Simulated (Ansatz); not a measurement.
N on the 1x1 (101) surface of tetragonal HfO2 (a metastable polymorph) (cut with top plane O), one in a 2x1 cell, started at the site 'top O'

Host crystal: tetragonal HfO2, with a band gap (PBE, scalar-relativistic without spin-orbit coupling).

The numbers are results of PBE (plane waves to 420 eV, PAW; Ansatz, a first-principles code), not measurements.

Model: 37-atom slab, 7.6 Å thick at the start under the adsorbate (thin: gaps and levels are the slab's own), 3x3x1 mesh, Fermi-Dirac 0.01 eV, dipole correction, 16 atoms held, the rest relaxed; start symmetry kept, larger cells not searched; spin-polarised, ending with about 1.0 μB a cell; orders that need a larger cell were not tried, no spin-orbit, no U, no dispersion correction. At the end it is bonded to Hf + O. In PBE it is, or lies within 0.03 eV of, the lowest of the starts that converged.

| Quantity | Value |
|---|---|
| energy of the end state, in which the adsorbate paired with a surface O atom, against ½ N2(g) | 3.51 eV |
| change of the step from the bottom to the top vacuum level, against the clean slab | 0.80 eV |
| energy released by relaxation | 2.07 eV |
| height of the binding atom over the mean of the host atoms within 0.3 Å of the top one | 0.485 Å |
| magnetic moment of the cell | 1.00 μB |
| largest move of a host atom | 0.63 Å |
| note | in the relaxation the adsorbate left its starting site by 0.8 Å |

A negative adsorption energy means that the adsorbate is more stable on the surface than in its reference.
